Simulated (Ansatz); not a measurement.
## Input and output of a self-consistent single point for CdPt (P4/mmm, 2 atoms in the cell) (Ansatz)

Method: LDA (PW92), default PAW files made with PBE (plane waves; Ansatz, an electronic-structure program).

This input was run:

Ansatz 0.2 input:
```yaml
crystal:
  lattice:
    - [2.97650400, 0.00000000, 0.00000000]
    - [0.00000000, 2.97650400, 0.00000000]
    - [0.00000000, 0.00000000, 3.83451200]
  atoms:
    - { symbol: Cd, position: [0.00000000, 0.00000000, 0.00000000] }
    - { symbol: Pt, position: [0.50000000, 0.50000000, 0.50000000] }
basis:
  ecutwfc: 420.0
kpoints:
  mp_grid:
    grid: [11, 11, 9]
hamiltonian:
  xc: lda
  pseudopotentials:
    kind: paw
scf:
  occupations:
    method: fermi_dirac
    width: 0.1
output:
  forces: true
  eigenvalues: true
  stress: true
```

Log, with long lists cut:

```
WARN ansatz: RAYON_NUM_THREADS=1 ignored (pool sized by the plan → 1); use --threads N
Pseudopotentials: kind: paw
Pseudopotential: Cd, paw, valence charge 20
Pseudopotential: Pt, paw, valence charge 18
Crystal: 2 atoms, lattice volume = 33.972 Å³
Basis set: ecut = 420 eV, 633 PW (Γ)
Bands: 23, of which v1, the nominal top of the filled ones, is band 19 counted from 1 (18 counted from 0)
Symmetry: 16 space group operations
Space group: P4/mmm (ITA 123), of the structure as read, at distance tolerance 3.2e-5 Å
k-points: 105 of 1089
PAW frozen core: Cd, regenerated for the run's functional, and the local potential with it
PAW frozen core: Pt, regenerated for the run's functional, and the local potential with it
Initial density: superposition of atomic densities (neutral atoms: chi_scale 0, normalization atom), corrected by the library's trained network
Initial wavefunctions: pseudopotential atomic-orbital guess
Eigensolver: davidson
Functional: x = slater, c = lda
SCF iter   1: F=—  HF=-20363.549562 eV  |F-HF|=—  |Δ(HF+E_count)|=         —  Δρ=1.29e-2  dr2=5.89e-2  ethr=1.77e-3  ⟨swp⟩=5.1  Hψ=9259  notcnv=0
all-band conjugate gradients solve this SCF's bands
preconditioner: auto → Kerker (q_TF=auto, 2.780 Å⁻¹)
SCF iter   2: F=—  HF=-20363.536415 eV  |F-HF|=—  |Δ(HF+E_count)|=   1.31e-2  Δρ=4.60e-3  dr2=7.39e-3  ethr=1.55e-4  ⟨swp⟩=1.1  Hψ=3367  notcnv=0
SCF iter   3: F=—  HF=-20363.534655 eV  |F-HF|=—  |Δ(HF+E_count)|=   1.76e-3  Δρ=1.51e-3  dr2=9.72e-4  ethr=1.94e-5  ⟨swp⟩=2.4  Hψ=3581  notcnv=0
SCF iter   4: F=—  HF=-20363.534333 eV  |F-HF|=—  |Δ(HF+E_count)|=   3.22e-4  Δρ=3.30e-4  dr2=8.12e-5  ethr=2.56e-6  ⟨swp⟩=2.4  Hψ=3478  notcnv=0
SCF iter   5: F=—  HF=-20363.534308 eV  |F-HF|=—  |Δ(HF+E_count)|=   2.52e-5  Δρ=1.01e-4  dr2=5.04e-6  ethr=2.14e-7  ⟨swp⟩=2.6  Hψ=3871  notcnv=0
SCF iter   6: F=—  HF=-20363.534306 eV  |F-HF|=—  |Δ(HF+E_count)|=   1.69e-6  Δρ=4.20e-5  dr2=6.96e-7  ethr=1.33e-8  ⟨swp⟩=2.1  Hψ=3656  notcnv=0
SCF iter   7: F=-20363.534306 eV  HF=-20363.534306 eV  |F-HF|=1.65e-8  |Δ(HF+E_count)|=   1.63e-7  Δρ=1.17e-5  dr2=4.19e-8  ethr=2.63e-10  ⟨swp⟩=5.1  Hψ=9690  notcnv=0
SCF 1 converged in 7 iterations: F = -20363.534306 eV  dr2 = 4.19e-8
SCF converged after 7 iterations
Free energy (F): -20363.534306 eV
Harris-Foulkes:  -20363.534306 eV  (|F-HF|=1.65e-8)
Internal energy: -20363.514585 eV  (E = F + TS)
E sigma→0 (E₀):  -20363.524445 eV
Entropy (-TS):   -0.019721 eV (-9.861 meV/atom)
Fermi energy:    18.996414 eV
--- Per-component energies (eV) ---
  E_band       = -491.549125
  E_kinetic    = 1144.714624
  E_local      = -4170.684157  (includes V_loc(G=0)·N_el)
  E_nonlocal   = 247.694270
  E_hartree    = 1823.403888
  E_xc         = -436.781567
  E_vxc        = -525.277131  (∫ρ·V_xc dr)
  E_paw        = -13124.271326  (= ΣΔE_a)
  E_vpaw       = -834.805892  (= ΣTr[D̂ρ^β])
  E_aug_tail   = 0.000175  (compensation charges beyond the density's cutoff)
  E_ewald      = -5848.820929
  E_core_change = 1.230438  (= ΣΔE_core)
  E_smearing   = -0.019721  (= −TS)
  E_closure    = 0.000000  (closes the sum)
  Σ components = -20363.534306   (vs F -20363.534306, Δ=0.00e0)
--- Forces (eV/Å), atoms counted from 1 ---
  atom   1  Cd     0.00000000     0.00000000     0.00000000
  atom   2  Pt     0.00000000     0.00000000     0.00000000
  max |Σ_I F_I| component: 1.14e-28 eV/Å
--- Stress (GPa, compression-positive) ---
       -8.165919       0.000000       0.000000
        0.000000      -8.165919       0.000000
        0.000000       0.000000      -7.574018
  P = ⅓ Tr σ = -7.9686 GPa (-79.686 kbar)
  The stress holds the Pulay correction. Without it, at fixed plane waves, as pw.x and ABINIT print it: P = -8.0052 GPa
--- Band table (eV; the first three rows and the last of 105) ---
  k-point 0: bands = ["-83.1243", "-78.9500", "-44.2639", "-44.2639", "-44.2251", "-33.1024", "-33.0230", "-33.0230", "9.4945", "9.6727", "9.9209", "10.8076", "10.8076", "11.1359", "15.0425", "15.6242", "17.6881", "17.6881", "18.1843", "20.7892", [...]
  k-point 1: bands = ["-83.1242", "-78.9500", "-44.2639", "-44.2639", "-44.2251", "-33.1031", "-33.0230", "-33.0230", "9.6305", "9.6878", "9.9826", "10.8182", "10.8182", "11.1400", "15.0106", "15.5436", "17.5923", "17.5923", "18.1735", "19.9465", [...]
  k-point 2: bands = ["-83.1242", "-78.9500", "-44.2639", "-44.2639", "-44.2253", "-33.1049", "-33.0230", "-33.0230", "9.7265", "9.8970", "10.2869", "10.8457", "10.8457", "11.1504", "14.9294", "15.2421", "17.3614", "17.3614", "18.1461", "18.4635", [...]
  k-point 104: bands = ["-83.1200", "-78.9425", "-44.2974", "-44.2974", "-44.2197", "-33.1243", "-33.1243", "-33.0878", "9.9196", "10.2664", "10.2839", "11.1396", "11.5453", "14.3526", "14.7384", "14.8723", "17.4792", "18.9171", "22.4297", [...]
```

The run converged in 7 iterations.

The starting cell comes from a database of computed structures (which also holds hypothetical and non-ambient phases and stackings), without a prior relaxation at this level. Its lattice was rescaled by up to half a per cent. Spin-orbit coupling is off. Spin polarisation is off. With a pressure of about -8 GPa the cell is away from its equilibrium volume at this level. Ansatz's pressure includes its estimate of the finite-basis (Pulay) stress.
